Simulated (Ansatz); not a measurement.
## Ag: response to strain

Base system: Ag in the fcc (Cu type) structure (space group Fm-3m, No. 225; a = 4.104 Å; relaxed with 0.1 eV smearing). Axes: x, y, z lie along the cube axes.

Strains are applied to the cell and any free atomic positions relax.

Calculations: r2SCAN, PAW, 500 eV (Ansatz, a first-principles code; no spin-orbit coupling).

Notes on the quantities. energy relative to the base: free energy F.

```csv
uniaxial strain ε_zz (%),energy relative to the base (meV/atom)
0,0.0
0.5,0.2
1,?
1.5,1.5
2,2.6
2.5,4.0
3,5.7
```

Question: Fit ΔE = Aε² + Bε³ (ε in %) to the rows shown and predict the withheld row.

Answer: Least squares on the printed values gives A = 0.689 and B = -0.019 meV/atom (largest residual 0.0 meV/atom); this predicts 0.7 meV/atom, and the run gives 0.7 meV/atom, in agreement.

No phonon test of stability was made.
